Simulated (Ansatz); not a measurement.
Base system: In₂Au (space group Fm-3m, No. 225; a = 6.540 Å; relaxed with 0.1 eV smearing). Axes: x, y, z lie along the cube axes.

The values are results of PBEsol/PAW in Ansatz (a first-principles code), no SOC, not measurements.

Perturbation: the cell is scaled by 0.9783 in all directions, atoms relaxed at fixed cell.

### Question
Predict the stress tensor and what it implies for the stiffness.

### Answer
Stress of the strained cell less that of the base (GPa, compression positive):
```
    5.5     0.0     0.0
    0.0     5.5     0.0
    0.0     0.0     5.5
```

Then B = −ΔP/(ΔV/V₀) with ΔV/V₀ = -0.0637 gives secant stiffness values (nonlinear terms included at this strain): B ≈ 87 GPa.

As a check, the harmonic strain energy −½ V₀ Δσ:ε is 26 meV/atom; the computed energy rise is 24 meV/atom.

Whether these cells are dynamically stable was not tested.
